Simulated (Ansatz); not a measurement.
The starting structures come from a database of crystals and need not be the phases stable at ambient conditions.

 Where the default PAW files enter, the runs use the earlier of Ansatz's two default sets.

Here is the system:

```
CELL_PARAMETERS angstrom
      5.01164     0.00000     0.00000
      0.20789     5.00733     0.00000
      2.36367     2.26757     6.44799
ATOMIC_POSITIONS crystal
  V  0.51812 0.05300 0.46494
  V  0.05300 0.51812 0.96494
  P  0.86899 0.12293 0.75359
  P  0.12293 0.86899 0.25359
  O  0.83887 0.83113 0.92238
  O  0.83113 0.83887 0.42238
  O  0.15593 0.16737 0.58187
  O  0.16737 0.15593 0.08187
  O  0.35025 0.83843 0.35546
  O  0.83843 0.35025 0.85546
  O  0.14395 0.62931 0.16534
  O  0.62931 0.14395 0.66534
  O  0.64453 0.32665 0.26442
  O  0.32665 0.64453 0.76442
```

Space group of this cell: Cc. The cell is taken as given; by r2SCAN its mean pressure is -0.7 GPa.

Transport runs along the normal of the first two printed cell vectors.

The gap is the functional's own. No spin-orbit coupling. Mid-gap values are interpolated on the energy grid.

**Question.** Give the band gap and the smallest decay constant κ at mid-gap that Ansatz (a program for electronic structure) with r2SCAN yields.

**Answer.** Gap 1.97 eV on a 6×6×6 mesh; κ = 0.411 1/Å, at (-0.333, 0.333) of the in-plane reciprocal vectors. At the zone centre, at the nearest computed energy, the slowest state has κ = 0.51 1/Å.
